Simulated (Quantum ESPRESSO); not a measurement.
Relaxation of the atoms of YMgAl (P-62m, 9 atoms in the cell) at several settings

```yaml
crystal:
  lattice:
    - [7.19835, 0.00000, 0.00000]
    - [-3.59918, 6.23396, 0.00000]
    - [0.00000, 0.00000, 4.45197]
  atoms:
    - { symbol: Y, position: [0.00000, 0.56708, 0.00000] }
    - { symbol: Y, position: [0.56708, 0.00000, 0.00000] }
    - { symbol: Y, position: [0.43292, 0.43292, 0.00000] }
    - { symbol: Mg, position: [0.75819, 0.75819, 0.50000] }
    - { symbol: Mg, position: [0.00000, 0.24181, 0.50000] }
    - { symbol: Mg, position: [0.24181, 0.00000, 0.50000] }
    - { symbol: Al, position: [0.66667, 0.33333, 0.50000] }
    - { symbol: Al, position: [0.33333, 0.66667, 0.50000] }
    - { symbol: Al, position: [0.00000, 0.00000, 0.00000] }
```

Base: LDA (PZ), GBRV 1.5 ultrasoft (LDA) pseudopotentials (Quantum ESPRESSO). Its settings: ecutwfc = 40 Ry; ecutrho = 320 Ry; occupations = smearing; smearing = methfessel-paxton; degauss = 0.0099958 Ry; potentials = {Y: y_lda_v1.4.uspp.F.UPF, Mg: mg_lda_v1.4.uspp.F.UPF, Al: al_lda_v1.uspp.F.UPF}; K_POINTS = automatic 3 3 4 0 0 0; conv_thr = 1e-10 Ry; mixing_beta = 0.7. Starting volume 22.20 Å³ per atom.

Each line gives the change from the base single point and the result:

- atoms moved at random; calculation: scf → relax; tprnfor: true → default; tstress: true → default; ion_dynamics: default → bfgs: largest force (vector length) 0.027 eV/Å; relaxation steps 11; free energy against the base single point -0.1 meV/atom.
- atoms moved at random; calculation: scf → relax; tprnfor: true → default; tstress: true → default; ion_dynamics: default → damp: largest force (vector length) 0.025 eV/Å; free energy against the base single point -0.1 meV/atom.

The starting cell comes from a database of computed structures (which also holds hypothetical and non-ambient phases and stackings), without a prior relaxation at this level. Its lattice was rescaled by a random factor within 2.5 % of one. Without a gap this mesh is coarse (it stands for a supercell whose shortest vector is 18 Å).

Left out of this page: 1 run of the series stopped by limits of time or memory.
